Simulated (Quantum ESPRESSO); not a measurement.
Input and output of a self-consistent single point for MoW (Cmm2, 2 atoms in the cell) (Quantum ESPRESSO).

Method of the run: PBEsol, GBRV 1.5 ultrasoft (PBESOL) pseudopotentials (plane waves; Quantum ESPRESSO 7.5).

```yaml
crystal:
  lattice:
    - [1.57139, 2.22313, 0.00000]
    - [-1.57139, 2.22313, 0.00000]
    - [0.00000, 0.00000, 4.46416]
  atoms:
    - { symbol: Mo, position: [0.00000, 0.00000, 0.98880] }
    - { symbol: W, position: [0.50000, 0.50000, 0.50000] }
```

Reference input (self-consistent single point, DFT, PBEsol, plane waves, GBRV 1.5 ultrasoft (PBESOL) pseudopotentials): ecutwfc = 40 Ry; ecutrho = 320 Ry; occupations = smearing; smearing = fermi-dirac; degauss = 0.0073499 Ry; potentials = {Mo: mo_pbesol_v1.uspp.F.UPF, W: w_pbesol_v1.2.uspp.F.UPF}; K_POINTS = automatic 8 8 5 0 0 0; conv_thr = 1e-10 Ry. This run's input differs from it in these lines:

```diff
@@ -19,3 +19,3 @@
  smearing = 'fermi-dirac'
- degauss = 0.0073499
+ degauss = 0.00147
 /
@@ -31,3 +31,3 @@
 K_POINTS automatic
-8 8 5  0 0 0
+30 30 18  0 0 0
```

Output (repeated stretches shortened):

```
     Self-consistent Calculation

     iteration #  1     ecut=    40.00 Ry     beta= 0.70

     Threshold (ethr) on eigenvalues was too large:
     Diagonalizing with lowered threshold

     negative rho (up, down):  6.064E-02 0.000E+00

     total energy              =    -298.34090466 Ry
     estimated scf accuracy    <       0.11957050 Ry

     iteration #  2     ecut=    40.00 Ry     beta= 0.70

     negative rho (up, down):  6.152E-02 0.000E+00

     total energy              =    -298.28136677 Ry
     estimated scf accuracy    <       0.42196436 Ry

     iteration #  3     ecut=    40.00 Ry     beta= 0.70

     negative rho (up, down):  6.216E-02 0.000E+00

     total energy              =    -298.35853923 Ry
     estimated scf accuracy    <       0.20065536 Ry

   [... 7 blocks of this kind left out ...]

     iteration # 11     ecut=    40.00 Ry     beta= 0.70

     negative rho (up, down):  6.251E-02 0.000E+00

     total energy              =    -298.37993264 Ry
     estimated scf accuracy    <          1.4E-10 Ry

     iteration # 12     ecut=    40.00 Ry     beta= 0.70

     negative rho (up, down):  6.251E-02 0.000E+00
     End of self-consistent calculation

     Number of k-points >= 100: set verbosity='high' to print the bands.

     the Fermi energy is    22.1291 ev

!    total energy              =    -298.37993264 Ry
     estimated scf accuracy    <          3.8E-11 Ry
     smearing contrib. (-TS)   =      -0.00008850 Ry
     internal energy E=F+TS    =    -298.37984413 Ry

     convergence has been achieved in  12 iterations

     negative rho (up, down):  6.251E-02 0.000E+00

     Forces acting on atoms (cartesian axes, Ry/au):

     atom    1 type  1   force =     0.00000000    0.00000000    0.02794476
     atom    2 type  2   force =     0.00000000    0.00000000   -0.02794476

     Total force =     0.039520     Total SCF correction =     0.000003

     negative rho (up, down):  6.251E-02 0.000E+00
          total   stress  (Ry/bohr**3)                   (kbar)     P=      -31.86
  -0.00019640   0.00000000   0.00000000          -28.89        0.00        0.00
   0.00000000  -0.00017666   0.00000000            0.00      -25.99        0.00
   0.00000000   0.00000000  -0.00027676            0.00        0.00      -40.71

   JOB DONE.
```

The run converged in 12 iterations. Against the reference run the free energy rises by 7.0 meV/atom, the pressure goes from -2.93 to -3.19 GPa and the largest force goes from 0.684 to 0.718 eV/Å. The full log also holds: “c_bands:  1 eigenvalues not converged”.

The starting cell comes from a database of computed structures (which also holds hypothetical and non-ambient phases and stackings), without a prior relaxation at this level. Its lattice was rescaled by up to half a per cent. One atom was moved a little off its site on purpose. Spin-orbit coupling is off. Spin polarisation is off. With a pressure of about -3 GPa the cell is away from its equilibrium volume at this level.

Cost on one core of a shared machine: roughly 10 min.
